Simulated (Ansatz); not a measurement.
Cr_Ca+V_O in rock-salt CaO (start: the Ca site; O 2.42 Å away; 64-site cell, 2×2×2 shifted sampling). The numbers are results of PBE, PAW (plane waves to 420 eV; Ansatz, a first-principles code), not measurements. Total energies of the localised charge states, counted from that of charge +2, and their image corrections (point charge with alignment); the host's valence-band maximum lies at 7.525 eV on the cells' energy zero and its gap is 3.66 eV.

```
charge  moment (μB)  E − E(first) (eV)  correction (eV)
------  -----------  -----------------  ---------------
+2              4.0              0.000            0.296
+1              3.0              9.676            0.004
0               4.0             20.196            0.000
−1              5.0             31.035            0.217
```

Derive the transition levels above the valence-band maximum and say which of them are thermodynamic.

A level is the Fermi energy at which two charges have equal formation energy: ε(q/q′) = [E(q′) + corr(q′) − E(q) − corr(q)] / (q − q′) − E_VBM.
ε(+2/+1) = [(9.676 + 0.004) − (0.000 + 0.296)] / 1 − 7.525 = 1.86 eV
ε(+1/0) = [(20.196 + 0.000) − (9.676 + 0.004)] / 1 − 7.525 = 2.99 eV
ε(0/−1) = [(31.035 + 0.217) − (20.196 + 0.000)] / 1 − 7.525 = 3.53 eV
Thermodynamic levels at least 0.1 eV inside the gap: (+2/+1) at 1.86 eV; (+1/0) at 2.99 eV; (0/−1) at 3.53 eV. They hold to tenths of an eV in this cell. Charges with a result: +2, +1, 0, −1. Others weren't obtained, and one of them could lie lower, also by skipping a charge. The geometries come from one start. Flagged in the runs: a strain field that reaches the edge of the cell.
